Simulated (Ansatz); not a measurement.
Consider Os in the hcp (Mg type) structure (space group P6_3/mmc, No. 194; a = 2.7385 Å, c = 4.3193 Å; relaxed with 0.1 eV smearing). Axes: x lies along a and z along c of the hexagonal cell.

Method: r2SCAN/PAW in Ansatz (a program for electronic structure), no SOC, earlier PAW set.

Perturbation: uniaxial stress, 3 GPa compression along x, with the cell and atoms free to relax against it.

Task: What does the calculation give for the strain response and energy relative to the base after the change?

Result: The strain response (xx, yy, zz) amounts to (−0.43, +0.10, +0.09) %; the energy increases by 0.6 meV/atom.

Beyond what the load breaks, stability against distortions was not tested. The final runs are not spin-polarised.
